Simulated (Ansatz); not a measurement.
End structure of the (11-20) surface of rhombohedral As in its 1x1 cell, outermost plane spacing 1.89 Å in the ideal cut:

```
CELL_PARAMETERS angstrom
      4.01787     0.00000     0.00000
      0.45670     5.49936     0.00000
      0.00000     0.00000    27.50000
ATOMIC_POSITIONS crystal
  As 0.98357 0.71755 0.29758
  As 0.01643 0.28245 0.29758
  As 0.49438 0.22833 0.35723
  As 0.50562 0.77167 0.35723
  As 0.96684 0.71732 0.43319
  As 0.03316 0.28268 0.43319
  As 0.49454 0.22793 0.50000
  As 0.50546 0.77207 0.50000
  As 0.96684 0.71732 0.56681
  As 0.03316 0.28268 0.56681
  As 0.49438 0.22833 0.64277
  As 0.50562 0.77167 0.64277
  As 0.98357 0.71755 0.70242
  As 0.01643 0.28245 0.70242
```

Set-up: 14 atoms, 11.3 Å thick at the start; mesh 9x7x1; 0.1 eV smearing; dipole correction on; all atoms relaxed; symmetry of the start imposed; no spin, no spin-orbit, no U.

Problem. What surface energy (mean of both faces) does PBE with D3(BJ) dispersion run with Ansatz (an electronic-structure program) give?

Solution. 0.85 J/m²

Problem. Predict the work function of the top face from PBE with D3(BJ) dispersion.

Solution. 4.69 eV
